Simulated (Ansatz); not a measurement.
**CdSe, response to strain**

Take CdSe in the wurtzite structure (space group P6_3mc, No. 186; a = 4.383 Å, c = 7.154 Å) as the base.

Strains are applied to the cell and any free atomic positions relax.

All numbers come from Kohn–Sham DFT with the PBE functional, run in Ansatz (a first-principles code) with PAW and 420 eV plane waves, no SOC.

Notes on the quantities. energy relative to the base: free energy F.

```json
[
 {"isotropic strain (%)": "-2.1", "energy relative to the base (meV/atom)": "17.8"},
 {"isotropic strain (%)": "-1.01", "energy relative to the base (meV/atom)": "?"},
 {"isotropic strain (%)": "-0.65", "energy relative to the base (meV/atom)": "1.6"},
 {"isotropic strain (%)": "0", "energy relative to the base (meV/atom)": "0.0"},
 {"isotropic strain (%)": "2.78", "energy relative to the base (meV/atom)": "26.0"}
]
```

**Question.** Fit ΔE = Aε² + Bε³ (ε in %) to the rows shown and predict the withheld row.

**Answer.** Least squares on the printed values gives A = 3.75 and B = -0.14 meV/atom (largest residual 0.0 meV/atom); this predicts 4.0 meV/atom, and the run gives 4.0 meV/atom, in agreement.

Stability against distortions was not tested.
